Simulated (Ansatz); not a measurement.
Several settings converged on Pd (P-3m1, 2 atoms in the cell)

```
Pd
1.0
    2.77532     0.00000     0.00000
   -1.38766     2.40350     0.00000
    0.00000     0.00000     4.61500
Pd
2
Cartesian
  1.38766   0.80116   3.51125
  0.00000   1.60233   1.15375
```
Moments meant for the start (each program seeds them in its own way; μB, in the order of the atoms Pd Pd): 1.0 1.0.

Base method: LDA (PW92), default PAW files made with PBE (plane waves; Ansatz, a first-principles code).

Base settings: basis.ecutwfc = 420 eV; kpoints.mp_grid.grid = 12 12 6; hamiltonian.xc = lda; hamiltonian.pseudopotentials = {kind: paw} (the program's default PAW files); magnetization.spin_polarized = true; scf.occupations.method = fermi_dirac; scf.occupations.width = 0.1 eV.

The count of work is k-points × plane waves × bands × iterations; it is no time. Core times come from one kind of shared machine, to one figure; runs under 30 s give none.

**The cutoff for other potential files**

Level: DFT, LDA (PW92), plane waves, harder PAW files (source: ansatz) made with PBE.

In this ladder: hamiltonian.pseudopotentials = {kind: paw, source: ansatz}.

The second cell is the first with its lattice scaled by 0.98.

The mesh stays at the base's, so the ladder's end is converged at best in this setting alone.

The first pressure column holds Ansatz's estimate of the finite-basis (Pulay) stress, which hides part of the cutoff error; the other is without it.

Only quantities that move along the ladder and can be compared are tabulated.

| basis.ecutwfc | free energy less the last step's (meV/atom) | energy of the compressed cell less the first (meV/atom) | pressure (GPa) | pressure without the Pulay estimate (GPa) | largest difference of a force vector from the last step's (eV/Å) | count of work / last |
|---|---|---|---|---|---|---|
| 270 eV | 18051.12 | -153.98 | -36.57 | -767.19 | 0.219 | 0.091 |
| 330 eV | 4630.94 | -90.05 | -20.82 | -273.94 | 0.305 | 0.13 |
| 420 eV | 403.80 | -49.67 | -14.36 | -49.11 | 0.019 | 0.19 |
| 510 eV | 19.54 | -51.38 | -13.95 | -16.61 | 0.001 | 0.27 |
| 600 eV | 1.06 | -50.94 | -13.88 | -13.92 | 0.000 | 0.36 |
| 720 eV | 0.89 | -50.94 | -13.88 | -13.88 | 0.000 | 0.45 |
| 900 eV | 0.46 | -50.94 | -13.88 | -13.90 | 0.000 | 0.64 |
| 1200 eV | 0.00 | -50.94 | -13.88 | -13.90 | 0.000 | 1.0 |

Coarsest basis.ecutwfc that holds the forces within 0.01 eV/Å of the last step, with all finer ones: 510 eV, at 0.27 of the last step's count of work; the step before is off by 0.019 eV/Å.

Coarsest basis.ecutwfc that holds the energy of the compressed cell less the first within 0.5 meV/atom of the last step, with all finer ones: 510 eV, at 0.27 of the last step's count of work; the step before is off by 1.3 meV/atom.

Coarsest basis.ecutwfc that holds the pressure within 0.2 GPa of the last step, with all finer ones: 510 eV, at 0.27 of the last step's count of work; the step before is off by 0.48 GPa.

The energy difference between the two cells stays within 1 meV/atom of the last step's from 510 eV on, the total only from 720 eV on: much of the error is common to both cells and cancels.

At the lowest cutoff the pressure without the Pulay estimate lies 753 GPa under the last step's, the usual sign of Pulay stress in an incomplete plane-wave basis.

**The relaxed cell against the cutoff**

On Pd (P6_3/mmc, 2 atoms in the cell): atoms on their sites.

In this ladder: relax = cell and atoms.

The mesh stays at the base's, so the ladder's end is converged at best in this setting alone.

Only quantities that move along the ladder and can be compared are tabulated.

| basis.ecutwfc | relaxed volume (Å³/atom) | relaxation steps | core time / last (rough) |
|---|---|---|---|
| 250 eV | 14.722 | 35 | 0.9 |
| 295 eV | 14.210 | 20 | 0.9 |
| 355 eV | 14.232 | 11 | 0.5 |
| 420 eV | 14.237 | 7 | – |
| 505 eV | 14.237 | 7 | 0.5 |
| 630 eV | 14.236 | 7 | 0.6 |
| 840 eV | 14.236 | 7 | 1 |

Coarsest basis.ecutwfc that holds the relaxed volume within 0.014 Å³/atom of the last step, with all finer ones: 355 eV; the step before is off by 0.026 Å³/atom.

At the lowest cutoff the cell relaxes to a volume 3.4 % larger than at the highest. Ansatz relaxes on a stress corrected for the finite basis.

On the base run: the starting cell comes from a database of computed structures (which also holds hypothetical and non-ambient phases and stackings), without a prior relaxation at this level. Its lattice was rescaled by up to half a per cent. One atom was moved a little off its site on purpose. The starting moments vanished: the run ended non-magnetic. The program warned that a starting moment was not kept.

Left out of this page: 1 run of the series failed or unconverged.

Keys are those of Ansatz 0.2.
